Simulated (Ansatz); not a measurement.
A computed series for CuCl: carrier doping

Take CuCl in the zinc blende structure (space group F-43m, No. 216; a = 5.424 Å) as the base.

Carriers are added at fixed cell with a uniform background; the Fermi–Dirac width is that of 300 K.

Level of theory: PBE, PAW, 420 eV (Ansatz, a first-principles code; spin-orbit coupling left out).

Notes on the quantities. Fermi level from band edge: Fermi level relative to the doped band's edge (positive inside the band; to 0.05 eV).

```tsv
electron density (10^21 cm⁻³)	Fermi level from band edge (eV)
0.5	0.65
2	1.30
5	?
7	2.25
```

Q: Fit E_F = C n^s, fitted as a line in log–log form (a parabolic band gives s = 2/3) to the rows shown and predict the withheld row.

A: Least squares on the printed values gives C = 0.91 eV, s = 0.47 (largest residual 0.03 eV); this predicts 1.95 eV, and the run gives 1.95 eV, in agreement.

Carriers are added with a uniform compensating background; total energy and stress of such cells depend on the potential's zero and are not compared; many-body gap narrowing is missing at this level. Stability against distortions was not tested. No Hubbard U is applied. All final runs are without spin polarisation.
